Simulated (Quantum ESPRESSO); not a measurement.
A self-consistent single point of TaC (Fm-3m, 2 atoms in the cell) with Quantum ESPRESSO.

Method: PBE, PseudoDojo standard norm-conserving (PBE) pseudopotentials (plane waves; Quantum ESPRESSO).

```yaml
crystal:
  lattice:
    - [-2.22700, 0.00000, 2.22700]
    - [0.00000, 2.22700, 2.22700]
    - [-2.22700, 2.22700, 0.00000]
  atoms:
    - { symbol: Ta, position: [0.00000, 0.00000, 0.00000] }
    - { symbol: C, position: [0.50000, 0.50000, 0.50000] }
```

Reference input (self-consistent single point, DFT, PBE, plane waves, PseudoDojo standard norm-conserving (PBE) pseudopotentials): ecutwfc = 85 Ry; occupations = smearing; smearing = gaussian; degauss = 0.0073499 Ry; potentials = {Ta: Ta.upf, C: C.upf}; K_POINTS = automatic 9 9 9 0 0 0; conv_thr = 1e-11 Ry; mixing_beta = 0.3. This run's input differs from it in these lines:

```diff
@@ -16,3 +16,3 @@
  smearing = 'gaussian',
- degauss = 0.0073499,
+ degauss = 0.0036749,
 /
```

Output, abridged:

```
     Self-consistent Calculation

     iteration #  1     ecut=    85.00 Ry     beta= 0.30

     total energy              =    -142.24962382 Ry
     estimated scf accuracy    <       0.56545743 Ry

     iteration #  2     ecut=    85.00 Ry     beta= 0.30

     total energy              =    -142.33945049 Ry
     estimated scf accuracy    <       0.00925566 Ry

     iteration #  3     ecut=    85.00 Ry     beta= 0.30

     total energy              =    -142.34140561 Ry
     estimated scf accuracy    <       0.00288600 Ry

   [... 14 blocks of this kind left out ...]

     iteration # 18     ecut=    85.00 Ry     beta= 0.30

     total energy              =    -142.34161708 Ry
     estimated scf accuracy    <          1.1E-10 Ry

     iteration # 19     ecut=    85.00 Ry     beta= 0.30
     End of self-consistent calculation

     the Fermi energy is    19.8615 ev

!    total energy              =    -142.34161708 Ry
     estimated scf accuracy    <          5.3E-12 Ry
     smearing contrib. (-TS)   =      -0.00011553 Ry
     internal energy E=F+TS    =    -142.34150155 Ry

     convergence has been achieved in  19 iterations

     Forces acting on atoms (cartesian axes, Ry/au):

     atom    1 type  1   force =     0.00000000    0.00000000   -0.00000000
     atom    2 type  2   force =     0.00000000    0.00000000    0.00000000

     Total force =     0.000000     Total SCF correction =     0.000000

          total   stress  (Ry/bohr**3)                   (kbar)     P=       48.89
   0.00033235  -0.00000000  -0.00000000           48.89       -0.00       -0.00
  -0.00000000   0.00033235   0.00000000           -0.00       48.89        0.00
  -0.00000000   0.00000000   0.00033235           -0.00        0.00       48.89

   JOB DONE.
```

The run converged in 19 iterations. Against the reference run the free energy rises by 1.3 meV/atom and the pressure hardly changes (4.87 to 4.89 GPa).

The starting cell comes from a database of published, mostly measured structures (it also holds non-ambient and calculated ones), without a prior relaxation at this level. Spin polarisation is off. With a pressure of about 5 GPa the cell is away from its equilibrium volume at this level.
